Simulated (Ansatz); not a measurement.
We consider SiO2 (I-42d, No. 122, 6 atoms in the cell; start mp-546794; a measured phase of this formula has another space group), described by r²SCAN+rVV10 (Ansatz, a quantum-chemistry and plane-wave program, PAW).

Settings: plane-wave cutoff 500 eV, 12×12×12 k mesh, Fermi–Dirac smearing 0.05 eV, scalar-relativistic PAW data made under PBE.

Cell (relaxed at this level):

```cif
data_O8Si4
_chemical_formula_sum 'Si4 O8'
_space_group_name_H-M_alt 'I-42d'
_space_group_IT_number 122
_space_group_name_Hall 'I -4 2bw'
_cell_length_a 4.86442
_cell_length_b 4.86442
_cell_length_c 7.29528
_cell_angle_alpha 90.000
_cell_angle_beta 90.000
_cell_angle_gamma 90.000
loop_
_atom_site_label
_atom_site_type_symbol
_atom_site_symmetry_multiplicity
_atom_site_Wyckoff_symbol
_atom_site_fract_x
_atom_site_fract_y
_atom_site_fract_z
_atom_site_occupancy
Si1 Si 4 a 0.00000 0.00000 0.00000 1
O1 O 8 d 0.11123 0.25000 0.12500 1
```
(The calculation used a cell of 6 atoms; values per cell refer to that cell.)

### Question
Give the computed band gap.

### Answer

- band gap: 6.57 eV (on the SCF k mesh)

Note: the relaxation could not lower the start's symmetry, so the cell can be a saddle point above a distorted one.

Static lattice: no zero-point or thermal effects.

Computing time: around 12 core-minutes (rough).

A start named mp-… is a Materials Project structure, which need not be a measured phase.
